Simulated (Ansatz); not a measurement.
We consider cubic perovskite BaHfO3, described by r²SCAN-D4 (PAW; Ansatz, a quantum-chemistry and plane-wave program).

Numerical settings: plane-wave cutoff 500 eV, 8×8×8 k mesh, gaussian smearing 0.02 eV, scalar-relativistic PAW data made under PBE.

Cell (relaxed at this level):

BaHfO₃ has the cubic space group Pm-3m (No. 221), the cubic perovskite structure, Pearson symbol cP5. Conventional cell: a = b = c = 4.1705 Å, α = β = γ = 90.00°. Ba on 1a is surrounded by 12 O at 2.949 Å (cuboctahedral). Hf on 1b sees 6 O at 2.085 Å (octahedral). O on 3c sees 2 Hf at 2.085 Å and 4 Ba at 2.949 Å (octahedral). (Neighbours: up to the widest gap in distance over summed covalent radii, below 1.35, at either atom; cation-cation and far metal-metal contacts left out.)

Problem. Estimate the band gap that the calculation returns.

Solution. 
band gap: 4.21 eV (on the SCF k mesh)

Spin–orbit coupling is not included.
